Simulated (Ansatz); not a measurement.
HfSi2: strain tensor (xx, yy, zz, yz, xz, xy) = (−1.73, −2.01, −2.60, −1.90, −0.23, +0.12) %

Base system: HfSi$_{2}$ (space group Cmcm, No. 63; a = 3.650 Å, b = 14.350 Å, c = 3.635 Å). Axes: x, y, z lie along a, b, c of the conventional cell.

Perturbation: the symmetric strain tensor [-0.0173 0.0011 -0.0022; 0.0011 -0.0201 -0.0190; -0.0022 -0.0190 -0.0260], atoms relaxed at fixed cell.

Method: Ansatz (a first-principles code), PBEsol, PAW, cutoff 420 eV, no spin-orbit coupling. Γ-centred 13×13×13 mesh, Fermi–Dirac width 0.05 eV.

The space group goes from Cmcm (No. 63) to P-1 (No. 2) and the shortest interatomic distance drops by 0.077 Å (2.412 Å → 2.335 Å). The energy grows by 42 meV/atom and the pressure (mean of the normal stresses, compression positive) goes from zero to 10.8 GPa. The band gap is still zero and the largest internal atomic displacement comes out as 0.015 Å. The stress (xx, yy, zz, yz, xz, xy; compression positive) amounts to (10.5, 8.7, 13.2, 5.6, 0.8, -0.3) GPa (rough).

Cost of the whole job for the changed cell (relaxation, final SCF and bands): about 20 core-minutes (a rough figure).

Without a gap, meshes like the base's 13×13×13 leave anisotropic stresses uncertain by several tenths of a GPa, and small strain energies with them. No phonon test of stability was made. All final runs are without spin polarisation.
